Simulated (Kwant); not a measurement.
Model system: wire with a row of barriers in a InAs two-dimensional gas. Effective mass 0.023 mₑ, grid spacing 6.7 nm, hard walls, nominal width 200 nm (29 grid rows, so walls 201 nm apart), one parabolic valley, scattering region 670 nm long along x; energies count from the band bottom; Fermi energy swept from 0.00032698 to 0.0038829 eV. 4 barrier(s) across the wire, height 0.0079 eV, thickness 20.1 nm (about 3 grid columns), spaced by 80.4 nm.

The device is made up for the run: typed textbook-type constants, with dimensions and the other settings drawn at random.

Model: effective-mass tight-binding model on a square grid, one spin, coherent transport at 0 K (Kwant). Conductance is in e²/h.

Question: How many channels do the leads carry at E = 2.45 meV?

Answer: The hard-wall thresholds are n² ħ²π²/(2mW²) = n² × 0.405 meV with W = 201 nm. √(2.45/0.405) = 2.46, so 2.
